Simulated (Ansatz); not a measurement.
**CdSe: response to strain**

Consider CdSe in the wurtzite structure (space group P6_3mc, No. 186; a = 4.3019 Å, c = 7.0210 Å). Axes: x lies along a and z along c of the hexagonal cell.

Strains are applied to the cell and any free atomic positions relax; under biaxial strain the out-of-plane vector relaxes too.

Calculations: Ansatz (a program for electronic structure) PBEsol, without spin-orbit coupling.

| biaxial strain, plane normal [001], relaxed out of plane (%) | out-of-plane strain (%) |
|---|---|
| -3 | 2.76 |
| -2.4 | 2.20 |
| -1.8 | 1.65 |
| -1.2 | 1.12 |
| -0.6 | ? |
| 0 | 0.00 |

**Question.** Fit ε⊥ = −νε + γε² (strains in %) to the rows shown and predict the withheld row.

**Answer.** Least squares on the printed values gives ν = 0.93 (the biaxial Poisson response) and γ = -0.002 (largest residual 0.01 %); this predicts 0.55 %, and the run gives 0.56 %, in agreement.

Whether these cells are dynamically stable was not tested.
